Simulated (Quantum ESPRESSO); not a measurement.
Worked example: self-consistent single point of LiF (Fm-3m, 2 atoms in the cell) in Quantum ESPRESSO.

Level of theory: LDA (PZ), GBRV 1.5 ultrasoft (LDA) pseudopotentials (plane waves; Quantum ESPRESSO 7.5).

```
LiF
1.0
    0.00000     1.99619     1.99619
    1.99619     0.00000     1.99619
    1.99619     1.99619     0.00000
Li F
1 1
Cartesian
  0.00000   0.00000   0.00000
  1.99619   1.99619   1.99619
```

Reference input (self-consistent single point, DFT, LDA (PZ), plane waves, GBRV 1.5 ultrasoft (LDA) pseudopotentials): ecutwfc = 40 Ry; ecutrho = 200 Ry; occupations = fixed; potentials = {Li: li_lda_v1.4.uspp.F.UPF, F: f_lda_v1.4.uspp.F.UPF}; K_POINTS = automatic 14 14 14 0 0 0; nbnd = 9; conv_thr = 1e-10 Ry; mixing_beta = 0.5. This run's input differs from it in these lines:

```diff
@@ -12,4 +12,4 @@
   ntyp = 2
-  ecutwfc = 40
-  ecutrho = 200
+  ecutwfc = 46
+  ecutrho = 230
   occupations = 'fixed'
```

Log, with long lists cut:

```
     Self-consistent Calculation

     iteration #  1     ecut=    46.00 Ry     beta= 0.50

     Threshold (ethr) on eigenvalues was too large:
     Diagonalizing with lowered threshold

     total energy              =     -63.13508208 Ry
     estimated scf accuracy    <       0.03837957 Ry

     iteration #  2     ecut=    46.00 Ry     beta= 0.50

     total energy              =     -63.13868446 Ry
     estimated scf accuracy    <       0.00599863 Ry

     iteration #  3     ecut=    46.00 Ry     beta= 0.50

     total energy              =     -63.13896373 Ry
     estimated scf accuracy    <       0.00103266 Ry

   [... 4 blocks of this kind left out ...]

     iteration #  8     ecut=    46.00 Ry     beta= 0.50

     total energy              =     -63.13909880 Ry
     estimated scf accuracy    <          1.8E-10 Ry

     iteration #  9     ecut=    46.00 Ry     beta= 0.50
     End of self-consistent calculation

     Number of k-points >= 100: set verbosity='high' to print the bands.

     highest occupied, lowest unoccupied level (ev):     0.6763    9.7288

!    total energy              =     -63.13909880 Ry
     estimated scf accuracy    <          1.3E-11 Ry

     convergence has been achieved in   9 iterations

     Forces acting on atoms (cartesian axes, Ry/au):

     atom    1 type  1   force =     0.00000000   -0.00000000    0.00000000
     atom    2 type  2   force =     0.00000000    0.00000000    0.00000000

     Total force =     0.000000     Total SCF correction =     0.000000

          total   stress  (Ry/bohr**3)                   (kbar)     P=      -46.56
  -0.00031654  -0.00000000  -0.00000000          -46.56       -0.00       -0.00
  -0.00000000  -0.00031654  -0.00000000           -0.00      -46.56       -0.00
  -0.00000000  -0.00000000  -0.00031654           -0.00       -0.00      -46.56

   JOB DONE.
```

The run converged in 9 iterations. Against the reference run the free energy falls by 1.5 meV/atom, the pressure goes from -5.13 to -4.66 GPa and the gap on the mesh stays at 9.053 eV.

The starting cell comes from a database of computed structures (which also holds hypothetical and non-ambient phases and stackings), without a prior relaxation at this level. Its lattice was rescaled by a random factor within 2.5 % of one.
